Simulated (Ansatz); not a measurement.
# Sb vacancy + 1 H (zinc-blende GaSb host)

These are PBE, PAW (plane waves to 420 eV; Ansatz, a quantum-chemistry and plane-wave program) values and carry that method's errors. Cell and caveats: 64-site cell; 2×2×2 shifted k-points; start: the Sb site; 1 H on the vacancy's neighbours; no spin–orbit coupling; the functional closes the host's gap; not converged in cell size; relaxed from one start, so a lower configuration may exist.

Neighbours after relaxation, in Å: of the emptied site: H 1.14, Ga 2.14, Ga 2.14, Ga 2.72, Ga 3.19; of the H atom: Ga 1.59, Ga 2.86, Ga 2.87.

The name describes the start; the neighbours show where the atoms ended.

```tsv
charge	moment (μB)	largest move off a lattice site (Å)
0	not spin-polarised	0.72
```
